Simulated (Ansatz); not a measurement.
Ansatz (a first-principles code) is run on FePt (P4/mmm, 2 atoms in the cell), and the run fails. The aim is a self-consistent single point with DFT, revPBE, plane waves, PAW files made with PBE.

Cell that was meant: a = 2.7719 Å, b = 2.7719 Å, c = 3.7975 Å, α = 90.00°, β = 90.00°, γ = 90.00°.

Part of the input:

Ansatz 0.2 input:
```yaml
magnetization:
  spin_polarized: true
scf:
  occupations: { method: fixed }
output:
  forces: true
  eigenvalues: true
```

Output (repeated stretches shortened):

```
Error: inconsistent input (scf.occupations.method, magnetization): a σ = 0 step fill (method: fixed, or a smearing width below the step floor) with no hard lock on the total moment puts the same N_el/2 bands in each spin channel, which gives a total moment of zero, but the starting moments sum to +5.0000 μB; make the starting moments (crystal.atoms[].spin / magnetization.per_species / magnetization.initial_magnetization) sum to zero, or set magnetization.spin_locking.lock_magnetization: hard with an even integer magnetization.initial_magnetization, or use a smearing method with a finite width, such as fermi_dirac
```

**Question.** Read the log: what does the program object to, and what is the fix?

**Answer.** The fault is fixed occupations in a spin-polarised run with a free moment. With fixed occupations the number of electrons in each spin channel has to be given. To fix it, use a smearing, or fix the total moment. The program stopped before any SCF iteration.

The sound input it was made from differs as follows (other fixes are possible):
```diff
-  occupations: { method: fixed }
+  occupations: { method: methfessel_paxton, width: 0.136 }
```

With that input, the run converged in 12 iterations: free energy E − TS (on the zero of these files) -17018.9762 eV; Fermi level (on the code's own zero) 19.23 eV; pressure -3.92 GPa; size of the cell's spin moment 3.39 μB (DFT, revPBE, plane waves, PAW files made with PBE).

On the sound input: the starting cell comes from a database of computed structures (which also holds hypothetical and non-ambient phases and stackings), without a prior relaxation at this level. Its lattice was rescaled by a random factor within 2.5 % of one. The magnetic order is the one reached from the typed start; others were not searched systematically. With a pressure of about -4 GPa the cell is away from its equilibrium volume at this level. Ansatz's pressure includes its estimate of the finite-basis (Pulay) stress.
